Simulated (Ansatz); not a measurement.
The starting structures come from a database of crystals and need not be the phases stable at ambient conditions.

 Where the default PAW files enter, the runs use the earlier of Ansatz's two default sets.

By LDA, the system below comes out a metal.

Without scattering a metal conducts by its projected Fermi surface.

Given:

```yaml
crystal:
  lattice:
    - [3.95460, 0.00000, 0.00000]
    - [0.00000, 4.28256, 0.00000]
    - [0.00000, 2.14128, 5.36220]
  atoms:
    - { symbol: Y, position: [0.75000, 0.13861, 0.72278] }
    - { symbol: Y, position: [0.25000, 0.86139, 0.27722] }
    - { symbol: Ge, position: [0.75000, 0.41562, 0.16876] }
    - { symbol: Ge, position: [0.25000, 0.58438, 0.83124] }
```

Space group of this cell: Cmcm. The cell is taken as given; by LDA its mean pressure is -4.8 GPa.

The current flows along the normal of the first two printed cell vectors. No spin-orbit coupling; the value is a mean over 0.1 eV about the Fermi level.

Give the ballistic conductance per area that LDA (Ansatz, a quantum-chemistry and plane-wave program) yields.

0.29 × 10¹⁵ S/m² for both spins.
